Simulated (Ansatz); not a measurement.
Sensitivity of a calculation on InGaCu2Se4 (I-4, 8 atoms in the cell) to its settings

Space group I-4 (No. 82); a = b = 5.766 Å, c = 11.459 Å, α = β = γ = 90.00°

| atom | site | symmetry | x | y | z |
|---|---|---|---|---|---|
| In | 2b | -4.. | 0.0000 | 0.0000 | 0.5000 |
| Ga | 2c | -4.. | 0.0000 | 0.5000 | 0.2500 |
| Cu | 2d | -4.. | 0.5000 | 0.0000 | 0.2500 |
| Cu | 2a | -4.. | 0.0000 | 0.0000 | 0.0000 |
| Se | 8g | 1 | 0.2678 | 0.2647 | 0.3686 |
(The calculation used a cell of 8 atoms; values per cell refer to that cell.)

Base run A: PBEsol, PAW files made with PBE (Ansatz, a program for electronic structure), self-consistent single point.

Its settings: kpoints.mp_grid.grid = 5 5 5; hamiltonian.xc = pbesol; hamiltonian.pseudopotentials = {kind: paw} (the program's default PAW files); scf.occupations.method = cold; scf.occupations.width = 0.1 eV.

The starting cell comes from a database of computed structures (which also holds hypothetical and non-ambient phases and stackings), without a prior relaxation at this level. Spin polarisation is off. Ansatz's pressure includes its estimate of the finite-basis (Pulay) stress. The run gives no clean gap (levels at the Fermi energy touch, overlap or are partly filled at this smearing), which alone does not show that the compound is a metal.

ΔF is the free energy per atom less that of run A. 

Runs:
- B: scf.convergence.dr2_threshold: default (1e-07 eV) → 1e-08 eV
- C: crystal.symmetry.detect: default → false
- D: scf.occupations.width: 0.1 eV → 0.2 eV; width narrowed by the program to 4.91e-3 eV
- E: parallel starting moments (0 0 0.05 0.05 0 0 0 0 μB); magnetization.spin_polarized: default → true
- F: kpoints.mp_grid.grid: 5 5 5 → 4 4 4
- G: scf.mixing.algorithm: default (the program chose MSR1) → anderson; scf.mixing.beta: default → 0.2
- H: scf.mixing.algorithm: default (the program chose MSR1) → msr1; scf.mixing.ndim: default → 20

```csv
run,ΔF (meV/atom),pressure (GPa),largest force (eV/Å),k-points
A,0.00,-2.65,0.131,21
B,0.00,-2.65,0.131,21
C,0.00,-2.65,0.131,63
D,-0.14,-2.65,0.130,21
E,0.00,-2.65,0.131,21
F,0.72,-2.63,0.135,14
G,0.00,-2.65,0.131,21
H,0.00,-2.65,0.131,21
```

Run F against A: The free energy hardly moves (within 1 meV/atom), the pressure moves little (-2.65 to -2.63 GPa) and the largest force goes from 0.131 to 0.135 eV/Å.

Run E against A: The free energy is nearly the same (within 1 meV/atom), the pressure stays at -2.65 GPa and the largest force stays at 0.131 eV/Å.

Keys are those of Ansatz 0.2.
